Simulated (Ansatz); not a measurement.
**How the lattice constant a of tetragonal HfO2 (model structure) (like a known high-temperature phase) moves with the method**

No measured value is used here.

```json
[
 {"level (code)": "LDA (Ansatz)", "value (Å)": "3.537"},
 {"level (code)": "PBE (Ansatz)", "value (Å)": "3.604"},
 {"level (code)": "PBE-D3(BJ) (Ansatz)", "value (Å)": "3.588"},
 {"level (code)": "PBE-D4 (Ansatz)", "value (Å)": "3.589"},
 {"level (code)": "rVV10 (Ansatz)", "value (Å)": "3.619"},
 {"level (code)": "r²SCAN (Ansatz)", "value (Å)": "3.577"},
 {"level (code)": "HSE06 (Ansatz)", "value (Å)": "3.576"}
]
```

Density-functional levels without +SOC have no spin–orbit coupling. K meshes differ between the levels. Ansatz's density-functional and Hartree–Fock values are scalar-relativistic unless marked +SOC, with PAW data made under PBE.

A model structure was made by putting elements into a prototype or built by hand; it is no filed structure, need not be a known phase, and can be a saddle point held by its symmetry.

Ansatz is a quantum-chemistry and plane-wave program.
